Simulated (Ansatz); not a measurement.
The starting structures come from a database of crystals and need not be the phases stable at ambient conditions.

Tunnelling through a barrier is set by its complex band structure: the current falls as exp(−2κd) with the smallest κ.

Data:

```yaml
crystal:
  lattice:
    - [3.92650, 0.00000, 0.00000]
    - [0.00000, 3.92650, 0.00000]
    - [1.96325, 1.96325, 2.77646]
  atoms:
    - { symbol: Mg, position: [0.00000, 0.00000, 0.00000] }
    - { symbol: S, position: [0.25000, 0.75000, 0.50000] }
```

Space group of this cell: F-43m, zinc blende. The cell is strained (all lengths scaled by 0.98); by r2SCAN its mean pressure is 3.9 GPa.

Transport runs along the normal of the first two printed cell vectors, the (001) plane of the conventional cell.

The gap is the functional's own, uncorrected, and κ follows it; spin-orbit coupling is left out. Mid-gap values are interpolated between the computed energies.

Q: Give the band gap and the smallest decay constant κ at mid-gap that r2SCAN in Ansatz (a first-principles code) yields.

A: Gap 4.27 eV on a 12×12×12 mesh; κ = 0.296 1/Å, at the zone centre.
